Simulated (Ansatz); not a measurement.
Structures of equal composition on the (113) surface of germanium: 1 pair of surface atoms bonded, Si on all surface atoms, no caps; 1 pair of surface atoms bonded, Si on all atoms bonded under the surface atoms, no caps. The slabs share one bottom face, and each structure is named by its start. These are constructed structures in small cells; real faces may alloy, dewet or reconstruct in larger ones, and not all known structures of the face are among them. Slabs of about 14 Å with all that they carry, Fermi-Dirac smearing of 0.025 eV. Bottom of the slabs: built like the top, H on every dangling bond, free. Relaxed from the named starts with such symmetry as they have, on meshes of like density; energies extrapolated to zero smearing; no spin-orbit coupling, no U. Spin-polarised runs, if any, are marked in brackets, and their order is one that fits the cell; the others ran without spin. Where a second, spin-polarised start was run, the lower counts.

Level of theory: PBE (plane waves to 420 eV, PAW; Ansatz, a quantum-chemistry and plane-wave program).

Order them by energy per 1x1 cell (lowest first) at the level PBE.

1 pair of surface atoms bonded, Si on all atoms bonded under the surface atoms, no caps (0.000 eV, gap 0.45 eV on the mesh), 1 pair of surface atoms bonded, Si on all surface atoms, no caps (0.402 eV, gap 0.51 eV on the mesh)
